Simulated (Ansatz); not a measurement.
A computed series for Ga2O3: response to strain

The parent structure is Ga$_{2}$O$_{3}$ in the corundum structure (space group R-3c, No. 167; a = 5.0577 Å, c = 13.6230 Å (hexagonal axes)).

Strains are applied to the cell and any free atomic positions relax.

All numbers come from Kohn–Sham DFT with the PBE functional, run in Ansatz (a first-principles code) with PAW and 420 eV plane waves, scalar-relativistic without spin-orbit coupling.

Notes on the quantities. energy relative to the base: free energy F; pressure: mean of the normal stresses, compression positive.

```json
[
 {"variant": "base", "band gap": "2.40 eV", "smallest direct gap": "2.63 eV", "energy relative to the base": "0 meV/atom", "electron mass": "0.21 mₑ (at Γ)", "pressure": "0.01 GPa"},
 {"variant": "isotropic strain −3.00 %", "band gap": "3.39 eV", "smallest direct gap": "3.66 eV", "energy relative to the base": "+57 meV/atom", "electron mass": "0.26 mₑ (at Γ)", "pressure": "22.53 GPa"},
 {"variant": "isotropic strain −2.25 %", "band gap": "3.13 eV", "smallest direct gap": "3.39 eV", "energy relative to the base": "+31 meV/atom", "electron mass": "0.24 mₑ (at Γ)", "pressure": "___"},
 {"variant": "isotropic strain −1.50 %", "band gap": "2.88 eV", "smallest direct gap": "3.13 eV", "energy relative to the base": "___", "electron mass": "0.23 mₑ (at Γ)", "pressure": "10.08 GPa"},
 {"variant": "isotropic strain −0.75 %", "band gap": "2.64 eV", "smallest direct gap": "2.88 eV", "energy relative to the base": "+3.3 meV/atom", "electron mass": "0.22 mₑ (at Γ)", "pressure": "4.77 GPa"}
]
```

Task: Complete the table.

Result: 
- isotropic strain −2.25 %, pressure: 15.98 GPa
- isotropic strain −1.50 %, energy relative to the base: +13 meV/atom

Masses are band curvatures over ±0.01 Å⁻¹ around the edge. Gaps are read on the SCF mesh and a high-symmetry path. Stability against distortions was not tested.
